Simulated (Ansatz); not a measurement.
HgSe, pressure series

Start from HgSe in the zinc blende structure (space group F-43m, No. 216; a = 6.133 Å).

Cell and atoms are relaxed at each pressure.

Calculations: DFT with PBEsol, PAW potentials and a 420 eV plane-wave cutoff in Ansatz (a program for electronic structure), spin-orbit coupling left out.

Notes on the quantities. enthalpy: H = E + PV relative to the base's energy.

| variant | enthalpy | lattice parameter a |
|---|---|---|
| base | – | 6.133 Å |
| pressure −2 GPa | -0.37 eV/atom | (withheld) |
| pressure −1 GPa | -0.18 eV/atom | 6.176 Å |
| pressure 0.9 GPa | +0.16 eV/atom | (withheld) |
| pressure 2.1 GPa | +0.37 eV/atom | 6.058 Å |
| pressure 4.5 GPa | +0.78 eV/atom | 5.986 Å |
| pressure 9 GPa | +1.51 eV/atom | (withheld) |
| pressure 15 GPa | +2.44 eV/atom | 5.769 Å |
| pressure 22.5 GPa | +3.53 eV/atom | 5.662 Å |
| pressure 30 GPa | +4.56 eV/atom | (withheld) |

Task: Complete the table.

Result: 
- pressure −2 GPa, lattice parameter a: 6.223 Å
- pressure 0.9 GPa, lattice parameter a: 6.099 Å
- pressure 9 GPa, lattice parameter a: 5.879 Å
- pressure 30 GPa, lattice parameter a: 5.577 Å

A case with no gap was solved on a k-mesh chosen for an insulator, which is coarse for it. Load acts through the strain it causes; cell and atoms are relaxed under it. No phonon test of stability was made. Tetrahedral semiconductors of this kind turn to denser phases somewhere between about 1 and 50 GPa; those were not computed, so compressed cells here can lie past the real transition. All final runs are without spin polarisation.
